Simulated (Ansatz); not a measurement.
Start from B (space group I4_132, No. 214; a = 4.633 Å; a hypothetical phase, not in the database extracts checked). Axes: x, y, z lie along the cube axes.

The change: biaxial strain −0.78 %, plane normal [110], relaxed out of plane (Cartesian); in-plane vectors clamped, the third vector and the atoms free.

Levels (all Ansatz, a first-principles code, PAW): PBEsol (420 eV, no spin-orbit coupling); r2SCAN (500 eV, without spin-orbit coupling).

The geometry is relaxed with PBEsol.

| Property | Result |
|---|---|
| PBEsol lowest conduction level above the VBM at special points | Γ 1.36 eV; Z 2.74 eV; L 2.80 eV; Y 2.83 eV |
| PBEsol smallest direct gap | 2.64 eV |
| PBEsol width of the top valence band | 2.57 eV |
| PBEsol gap character | indirect, k = (0.300, 0.300, -0.300) in the run's primitive reciprocal basis → Γ |

With r2SCAN at the same geometry, the lowest conduction level above the VBM at special points goes from Γ 1.36 eV; Z 2.74 eV; L 2.80 eV; Y 2.83 eV to Γ 1.72 eV; Z 3.08 eV; L 3.15 eV; Y 3.17 eV; the smallest direct gap goes up by 0.38 eV, from 2.64 eV to 3.02 eV; the width of the top valence band rises by 0.05 eV (2.57 eV → 2.62 eV); the gap character remains indirect, k = (0.300, 0.300, -0.300) in the run's primitive reciprocal basis → Γ.

Single points use the geometry relaxed with PBEsol. No phonon test of stability was made. k-point labels follow each cell's own Brillouin zone.
